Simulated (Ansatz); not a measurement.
Start from CdTe in the zinc blende structure (space group F-43m, No. 216; a = 6.409 Å). Axes: x, y, z lie along the cube axes.

The values are results of LDA (Ansatz, a first-principles code; PAW; 420 eV plane waves; scalar-relativistic without spin-orbit coupling), not measurements.

Before the change:

| Item | Value |
|---|---|
| Valence-band top at Γ | 0.00, 0.00, 0.00 eV |
| Volume per atom | 32.90 Å³ |

It is then changed as follows: biaxial strain −0.42 %, plane normal [111], relaxed out of plane (Cartesian); in-plane vectors clamped, the third vector and the atoms free.

Problem. How does this affect the in-plane stress, valence-band top at Γ and volume per atom?

Solution. The mean in-plane stress (compression positive) is +0.3 GPa; the valence-band top at Γ (three highest levels, from the VBM) changes from 0.00, 0.00, 0.00 eV to 0.00, 0.00, -0.04 eV; the volume per atom shrinks by 0.16 Å³, from 32.90 Å³ to 32.74 Å³.

Spin-orbit coupling, missing from the scalar runs, can matter with Te. The levels and masses belong to the bands next to the band gap. Stability against distortions was not tested.
